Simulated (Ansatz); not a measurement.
Base system: ZnS in the zinc blende structure (space group F-43m, No. 216; a = 5.4435 Å).

(Cell as relaxed with PBE.)

Levels (all Ansatz, a quantum-chemistry and plane-wave program, PAW, earlier PAW set): PBE (420 eV, spin-orbit coupling left out); r2SCAN (500 eV, spin-orbit coupling left out).

Each level relaxes its own structure.

```tsv
base	PBE	r2SCAN
volume per atom	20.16 Å³	19.58 Å³
lattice parameter a	5.443 Å	5.390 Å
band gap	2.01 eV	2.70 eV
```

Perturbation: an isotropic linear strain of +0.73 %; the atoms relax in the strained cell.

```tsv
quantity	PBE	r2SCAN
hole mass (degenerate bands, along [100])	0.18, 0.73, 0.73 mₑ (at Γ)	0.21, 0.70, 0.70 mₑ (at Γ)
electron mass	0.16 mₑ (at Γ)	0.19 mₑ (at Γ)
pressure	-1.44 GPa	-1.63 GPa
gap character	direct at Γ	direct at Γ
```

PBE's pressure lies 0.19 GPa above r2SCAN's; the two agree on the gap character. Neither level is exact; r2SCAN is the comparison here, not a measurement.

Masses are band curvatures over ±0.01 Å⁻¹ around the edge. No phonon test of stability was made.
